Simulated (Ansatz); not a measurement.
Electronic density of states of amorphous Sr18Ti18O54, density 4.28 g/cm³, on a 2×2×2 Γ-centred mesh with a Gaussian width of 0.1 eV; energies count from the Fermi level, whose place inside the gap is arbitrary. Cell and mesh are small, so fine structure isn't converged. Computed with PBE, scalar-relativistic without spin-orbit coupling (plane waves to 420 eV, PAW; Ansatz, a quantum-chemistry and plane-wave program). Sampling: a 2×2×2 Γ-centred mesh; Fermi-Dirac width 0.02 eV; no spin polarisation. At PBE the levels at the filled edge of the gap are localised (band-tail or defect states).

A CHGNet melt-quench gave the starting glass, which DFT then relaxed. O atoms were pushed apart under 1.9 Å during the dynamics, to hinder bonds among them. The hot cell started wider than the set density and was brought back towards it in steps. It is the lowest in DFT energy of 4 quenches. It is a model cell: composition and starting density were chosen by hand, and all elements were melted together. No dispersion term was used. Its density started from a set value of 4.28 and ended at 4.28 g/cm³. The quench (nominally 200 K/ps over its main leg) was far faster than any real one, so the model tends to hold more defects than a real film. Values belong to this one cell and scatter from quench to quench. The volume was held where the preparation left it and the shape relaxed, at a PBE pressure of 4.4 GPa. Stress components on the final sampling reach 4.5 GPa.

```csv
E - EF (eV),states/(eV atom)
-12.00,0.00
-11.90,0.00
-11.80,0.00
-11.70,0.00
-11.60,0.00
-11.50,0.00
-11.40,0.00
-11.30,0.00
-11.20,0.00
-11.10,0.00
-11.00,0.00
-10.90,0.00
-10.80,0.00
-10.70,0.00
-10.60,0.00
-10.50,0.00
-10.40,0.00
-10.30,0.00
-10.20,0.00
-10.10,0.00
-10.00,0.00
-9.90,0.00
-9.80,0.00
-9.70,0.00
-9.60,0.00
-9.50,0.00
-9.40,0.00
-9.30,0.00
-9.20,0.00
-9.10,0.00
-9.00,0.00
-8.90,0.00
-8.80,0.00
-8.70,0.00
-8.60,0.00
-8.50,0.00
-8.40,0.00
-8.30,0.00
-8.20,0.00
-8.10,0.00
-8.00,0.00
-7.90,0.00
-7.80,0.00
-7.70,0.00
-7.60,0.00
-7.50,0.00
-7.40,0.00
-7.30,0.00
-7.20,0.00
-7.10,0.00
-7.00,0.00
-6.90,0.00
-6.80,0.00
-6.70,0.00
-6.60,0.00
-6.50,0.00
-6.40,0.00
-6.30,0.00
-6.20,0.00
-6.10,0.00
-6.00,0.01
-5.90,0.10
-5.80,0.16
-5.70,0.13
-5.60,0.07
-5.50,0.14
-5.40,0.27
-5.30,0.46
-5.20,0.73
-5.10,0.88
-5.00,0.81
-4.90,0.82
-4.80,0.97
-4.70,1.00
-4.60,0.94
-4.50,0.89
-4.40,0.87
-4.30,0.86
-4.20,0.87
-4.10,0.93
-4.00,0.98
-3.90,1.02
-3.80,1.15
-3.70,1.22
-3.60,1.17
-3.50,1.12
-3.40,1.12
-3.30,1.10
-3.20,1.04
-3.10,0.97
-3.00,0.96
-2.90,1.01
-2.80,1.04
-2.70,1.04
-2.60,1.04
-2.50,1.04
-2.40,1.09
-2.30,1.06
-2.20,1.03
-2.10,0.95
-2.00,0.88
-1.90,0.76
-1.80,0.52
-1.70,0.39
-1.60,0.26
-1.50,0.10
-1.40,0.01
-1.30,0.00
-1.20,0.00
-1.10,0.00
-1.00,0.00
-0.90,0.00
-0.80,0.00
-0.70,0.00
-0.60,0.00
-0.50,0.00
-0.40,0.00
-0.30,0.00
-0.20,0.00
-0.10,0.00
0.00,0.00
0.10,0.00
0.20,0.00
0.30,0.00
0.40,0.00
0.50,0.00
0.60,0.00
0.70,0.00
0.80,0.00
0.90,0.00
1.00,0.00
1.10,0.00
1.20,0.00
1.30,0.00
1.40,0.01
1.50,0.09
1.60,0.23
1.70,0.34
1.80,0.40
1.90,0.46
2.00,0.58
2.10,0.56
2.20,0.42
2.30,0.49
2.40,0.68
2.50,0.69
2.60,0.61
2.70,0.67
2.80,0.75
2.90,0.82
3.00,0.78
3.10,0.70
3.20,0.63
3.30,0.63
```

The level gap on this mesh is 3.12 eV; the broadening fills part of it in the curve.
